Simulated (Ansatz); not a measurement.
Consider the energy of the reaction as written. Reaction: 3 cell B → cell A. The sign is products less reactants.

Cell A: a sheet of composition Pd3, 3 atoms, hexagonal cell of 5.12 Å (22.7 Å²), symmetry P6/mmm, 0.0 Å thick under 16 Å of vacuum, in-plane vectors relaxed; planes from bottom to top: Pd3, all atoms in one plane; a model cell; spin state with PBE: parallel moments, net moment 0.9 μB a cell, k-point mesh 18×18×1.
```xyz
3
Lattice="5.1227 0.0000 0.0000 -2.5613 4.4364 0.0000 0.0000 0.0000 16.0000" Properties=species:S:1:pos:R:3 pbc="T T T"
Pd     2.5613     0.0000     8.0000
Pd    -1.2807     2.2182     8.0000
Pd     1.2807     2.2182     8.0000
```

Cell B: a sheet of composition Pd, 1 atom, hexagonal cell of 2.63 Å (6.0 Å²), symmetry P6/mmm, 0.0 Å thick under 16 Å of vacuum, in-plane vectors relaxed; planes from bottom to top: Pd; a model cell; spin state with PBE: no moments, k-point mesh 30×30×1.
```xyz
1
Lattice="2.6305 0.0000 0.0000 -1.3152 2.2780 0.0000 0.0000 0.0000 16.0000" Properties=species:S:1:pos:R:3 pbc="T T T"
Pd     0.0000     0.0000     8.0000
```

Plane-wave PAW calculations with Ansatz (an electronic-structure program), its default PAW set, cutoff 420 eV, 500 eV for r2SCAN. The structures are at rest with PBE; other levels are single points on them. Neutral cells; Fermi-Dirac smearing of at most 0.10 eV in the solids, energies taken to zero width. The lattices are those relaxed with PBE, so at other levels the solids can be strained, which adds to the spread. A dispersion term (D3(BJ), or D4 for r2SCAN) was computed beside these levels and is taken off wherever the name lacks it. Nuclei at rest; no vibrational terms. No search over spin orders was made beyond those shown. The state moves with the level: A has a net moment of 1.1 μB with r2SCAN and 0.9 μB with PBE. The cells' k-point meshes differ in density, so the last digit is unsettled. Small moments in a metal shrink under a smearing of 0.1 eV, so the spin state is less sure. Cell A has symmetry P6/mmm and got no random move, so less symmetric positions, which may lie lower, weren't tried. Cell B has symmetry P6/mmm and got no random move, so less symmetric positions, which may lie lower, weren't tried.

Predict the value from PBE.

1.79 eV, for 3 cell B → cell A.

How does the value move with the functional?


```
Functional  value (eV)  less PBE
----------  ----------  --------
r2SCAN            1.88      0.09
```

The levels span only 0.09 eV, too little to tell them apart.
